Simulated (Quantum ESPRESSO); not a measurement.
**One base run on Mg₁₆Al₁₃ (I-43m, 29 atoms in the cell) and variants with one or two settings moved**

```
CELL_PARAMETERS angstrom
     -5.30302     5.30302     5.30302
      5.30302    -5.30302     5.30302
      5.30302     5.30302    -5.30302
ATOMIC_POSITIONS crystal
  Mg 0.31630 0.00000 0.60256
  Mg 0.00000 0.60256 0.31630
  Mg 0.39744 0.71374 0.39744
  Mg 0.28626 0.68370 0.68370
  Mg 0.68370 0.28626 0.68370
  Mg 0.00000 0.31630 0.60256
  Mg 0.60256 0.00000 0.31630
  Mg 0.71374 0.39744 0.39744
  Mg 0.60256 0.31630 0.00000
  Mg 0.39744 0.39744 0.71374
  Mg 0.68370 0.68370 0.28626
  Mg 0.31630 0.60256 0.00000
  Mg 0.65546 0.65546 0.65546
  Mg 0.34454 0.00000 0.00000
  Mg 0.00000 0.00000 0.34454
  Mg 0.00000 0.34454 0.00000
  Al 0.00000 0.00000 0.00000
  Al 0.18478 0.18478 0.81760
  Al 0.81522 0.63282 0.00000
  Al 0.36718 0.36718 0.18240
  Al 0.63282 0.81522 0.00000
  Al 0.81760 0.18478 0.18478
  Al 0.00000 0.81522 0.63282
  Al 0.18240 0.36718 0.36718
  Al 0.00000 0.63282 0.81522
  Al 0.18478 0.81760 0.18478
  Al 0.63282 0.00000 0.81522
  Al 0.36718 0.18240 0.36718
  Al 0.81522 0.00000 0.63282
```

Base run A: Quantum ESPRESSO 7.5 with PBEsol, SSSP 1.1.2 efficiency (PBE) pseudopotentials, self-consistent single point.

Its settings: ecutwfc = 35 Ry; ecutrho = 280 Ry; occupations = smearing; smearing = methfessel-paxton; degauss = 0.0073499 Ry; input_dft = pbesol; potentials = {Mg: Mg.pbe-n-kjpaw_psl.0.3.0.UPF, Al: Al.pbe-n-kjpaw_psl.1.0.0.UPF}; K_POINTS = automatic 3 3 3 0 0 0; conv_thr = 1e-08 Ry; mixing_beta = 0.7.

The starting cell comes from a database of computed structures (which also holds hypothetical and non-ambient phases and stackings), without a prior relaxation at this level. Its lattice was rescaled by a random factor within 2.5 % of one.

ΔF is the free energy per atom less that of run A. A dash stands where there is no value to compare (another energy zero or no entropy term, no result, no spin, no clean gap, or a mesh too coarse for one). Absolute energies have different zeros for different potentials, functionals, Hubbard and dispersion terms and are not compared across them.

Runs:
- B: degauss: 0.0073499 Ry → 0.0147 Ry
- C: ecutrho: 280 Ry → 140 Ry
- D: conv_thr: 1e-08 Ry → 7.3e-14 Ry
- E: lattice scaled by 0.985; ecutwfc: 35 Ry → 21 Ry; ecutrho: 280 Ry → 168 Ry
- F: ecutwfc: 35 Ry → 14 Ry; ecutrho: 280 Ry → 112 Ry
- G: smearing: methfessel-paxton → fermi-dirac
- H: degauss: 0.0073499 Ry → 0.02205 Ry
- I: input_dft: pbesol → vdw-df-obk8 [optB88-vdW]

| run | ΔF (meV/atom) | pressure (GPa) | largest force (eV/Å) |
|---|---|---|---|
| A | 0.00 | -2.28 | 0.128 |
| B | -0.32 | -2.30 | 0.131 |
| C | 0.00 | -2.28 | 0.128 |
| D | 0.00 | -2.28 | 0.128 |
| E | -5.4 | -0.09 | 0.091 |
| F | 7.6 | -2.27 | 0.126 |
| G | -5.3 | -2.32 | 0.132 |
| H | 0.06 | -2.35 | 0.126 |
| I | – | -0.98 | 0.139 |

Run F against A: The free energy rises by 7.6 meV/atom, the pressure moves little (-2.28 to -2.27 GPa) and the largest force hardly changes (0.128 to 0.126 eV/Å).

Run E against A: The free energy falls by 5.4 meV/atom, the pressure goes from -2.28 to -0.09 GPa and the largest force goes from 0.128 to 0.091 eV/Å.
